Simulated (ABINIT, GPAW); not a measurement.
An ABINIT input for a self-consistent single point of Ga₂HgTe₄ (I-4, 7 atoms in the cell) (DFT, PBEsol, plane waves, norm-conserving pseudopotentials (PseudoDojo nc-sr-04 PBEsol standard)):

```
# Ga2HgTe4, PseudoDojo nc-sr-04 PBEsol standard
pp_dirpath "./"
pseudos "Ga.upf, Hg.upf, Te.upf"
acell 13.9825832672 13.9825832672 13.9825832672
rprim
        -0.4191781542    0.4191781542    0.8053442432
         0.4191781542   -0.4191781542    0.8053442432
         0.4191781542    0.4191781542   -0.8053442432
natom 7
ntypat 3
znucl 31 80 52
typat 1 1 2 3 3 3 3
xred
         0.5000000000    0.5000000000    0.0000000000
         0.2500000000    0.7500000000    0.5000000000
         0.0000000000    0.0000000000    0.0000000000
         0.6079400000    0.1369200000    0.0204800000
         0.8630800000    0.8835600000    0.4710200000
         0.1164400000    0.5874600000    0.9795200000
         0.4125400000    0.3920600000    0.5289800000
ecut 41
ixc -116133
occopt 3
tsmear 0.01 eV
nband 69
kptopt 1
ngkpt 3 3 3
nshiftk 1
shiftk 0 0 0
nstep 60
toldfe 1.0e-09
prtwf 0
prtden 0
```

Task: Give the GPAW input for the same structure, mesh, smearing and functional.

Result: One input that does it (others would too):

```python
from ase import Atoms
from ase.units import GPa
from gpaw import GPAW

atoms = Atoms(['Ga', 'Ga', 'Hg', 'Te', 'Te', 'Te', 'Te'],
              cell=[[-3.101610, 3.101610, 5.958955],
                    [3.101610, -3.101610, 5.958955],
                    [3.101610, 3.101610, -5.958955]],
              scaled_positions=[[0.500000, 0.500000, 0.000000],
                                [0.250000, 0.750000, 0.500000],
                                [0.000000, 0.000000, 0.000000],
                                [0.607940, 0.136920, 0.020480],
                                [0.863080, 0.883560, 0.471020],
                                [0.116440, 0.587460, 0.979520],
                                [0.412540, 0.392060, 0.528980]],
              pbc=True)

calc = GPAW(mode={'name': 'pw', 'ecut': 600},
            xc='PBEsol',
            kpts=(3, 3, 3),
            occupations={'name': 'fermi-dirac', 'width': 0.01},
            nbands=-4,
            convergence={'density': 1e-05, 'bands': -2},
            symmetry={'symmorphic': False, 'tolerance': 0.0005},
            maxiter=150,
            txt='-')

atoms.calc = calc

energy = atoms.get_potential_energy()
print('Energy (eV):', round(energy, 6))
forces = atoms.get_forces()
print('Forces (eV/Ang):')
print(forces.round(5))
stress = atoms.get_stress()
print('Stress (GPa, Voigt):', (stress / GPa).round(4))
```

Basis settings and potentials, where a program has them, do not carry over. This input uses DFT PBEsol, plane waves, GPAW PAW datasets PBEsol (made by gpaw-setup).

The starting cell comes from a database of computed structures (which also holds hypothetical and non-ambient phases and stackings), without a prior relaxation at this level.
